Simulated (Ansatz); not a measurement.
hypothetical zinc blende CaO with two functionals, isotropic strain −1.71 %

Start from CaO in the zinc blende structure (space group F-43m, No. 216; a = 5.244 Å; a hypothetical phase, not in the database extracts checked).

(Cell as relaxed with PBE.)

Levels (all Ansatz, a first-principles code, PAW): PBE (420 eV, spin-orbit coupling left out); r2SCAN (500 eV, no spin-orbit coupling).

Each level relaxes its own structure.

```csv
base,PBE,r2SCAN
volume per atom,18.02 Å³,17.71 Å³
lattice parameter a,5.244 Å,5.213 Å
band gap,3.27 eV,3.76 eV
```

Perturbation: an isotropic linear strain of −1.71 %; the atoms relax in the strained cell.

```csv
quantity,PBE,r2SCAN
band gap,3.45 eV,…
pressure,4.36 GPa,…
energy relative to the base (free energy F),+12 meV/atom,…
```

Problem. Predict the r2SCAN column.

Solution. 
- band gap, r2SCAN: 3.94 eV
- pressure, r2SCAN: 4.74 GPa
- energy relative to the base (free energy F), r2SCAN: +13 meV/atom

PBE's band gap lies 0.49 eV below r2SCAN's; PBE's pressure lies 0.38 GPa below r2SCAN's; PBE's energy relative to the base lies 0.8 meV/atom below r2SCAN's. Neither level is exact; r2SCAN is the comparison here, not a measurement.

Whether these cells are dynamically stable was not tested.
